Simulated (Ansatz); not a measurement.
Take BeS in the rock salt structure (space group Fm-3m, No. 225; a = 4.5900 Å; a hypothetical phase, not in the database extracts checked) as the base. Axes: x, y, z lie along the cube axes.

One thing is altered: the cell is compressed by 4.65 % along x with no lateral relaxation, atoms relaxed at fixed cell.

Levels (all Ansatz, a quantum-chemistry and plane-wave program, PAW): PBEsol (420 eV, scalar-relativistic without spin-orbit coupling); HSE06 (420 eV, scalar-relativistic without spin-orbit coupling).

The geometry is relaxed with PBEsol.

PBEsol lowest conduction level above the VBM at special points: M 0.59 eV; X 1.13 eV; S 1.64 eV; Γ 6.08 eV

Q: How does going to HSE06 change the lowest conduction level above the VBM at special points?

A: The lowest conduction level above the VBM at special points changes from M 0.59 eV; X 1.13 eV; S 1.64 eV; Γ 6.08 eV to M 1.37 eV; X 1.96 eV; S 2.52 eV; Γ 7.35 eV.

Single points use the geometry relaxed with PBEsol. The hybrid gap comes from the SCF mesh plus the semilocal run's edge points and a few special points and is an upper bound. The levels and masses belong to the bands next to the band gap. The cells carry an imposed strain or load. No phonon test of stability was made. Labels are those of the standard path for the cell's own space group.
